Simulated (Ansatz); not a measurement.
Start from GaP in the zinc blende structure (space group F-43m, No. 216; a = 5.439 Å).

Computed with plane-wave PAW DFT at the PBEsol level (Ansatz, a first-principles code, 420 eV), scalar-relativistic without spin-orbit coupling, earlier PAW set.

Base values:

The pressure is 0.0 kbar and the band gap is 1.45 eV.

It is then changed as follows: the cell is scaled by 0.9553 in all directions, atoms relaxed at fixed cell.

Q: What does the calculation give for the pressure and band gap after the change?

A: The pressure goes from zero to 157.6 kbar; the band gap drops by 0.29 eV (1.45 eV → 1.16 eV).

The cells carry an imposed strain or load. No phonon test of stability was made.
